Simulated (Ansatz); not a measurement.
We consider CsSnI3 (P4/mbm, No. 127, 10 atoms in the cell; start mp-616378; high-temperature phase), described by r²SCAN in Ansatz (plane waves, PAW).

Numerical settings: plane-wave cutoff 500 eV, 6×6×6 k mesh, Fermi–Dirac smearing 0.05 eV, scalar-relativistic PAW data made under PBE.

Cell (relaxed at this level):

```
CsSnI3
1.0
    8.67974     0.00000     0.00000
    0.00000     8.67974     0.00000
    0.00000     0.00000     6.30833
Cs Sn I
2 2 6
Direct
  0.00000   0.50000   0.00000
  0.50000   0.00000   0.00000
  0.50000   0.50000   0.50000
  0.00000   0.00000   0.50000
  0.80047   0.69953   0.50000
  0.19953   0.30047   0.50000
  0.30047   0.80047   0.50000
  0.69953   0.19953   0.50000
  0.50000   0.50000   0.00000
  0.00000   0.00000   0.00000
```

**Question.** What does this level give for the band gap?

**Answer.** 
* **band gap**: 0.61 eV (on the SCF k mesh)

Note: the relaxation could not lower the start's symmetry, so the cell can be a saddle point above a distorted one.

Spin–orbit coupling is not included; with these elements it can move the gap by several tenths of an eV or more.

The computed numbers hold no vibrational or temperature effects.

A start named mp-… is a Materials Project structure, which need not be a measured phase.

Ansatz is a quantum-chemistry and plane-wave program.
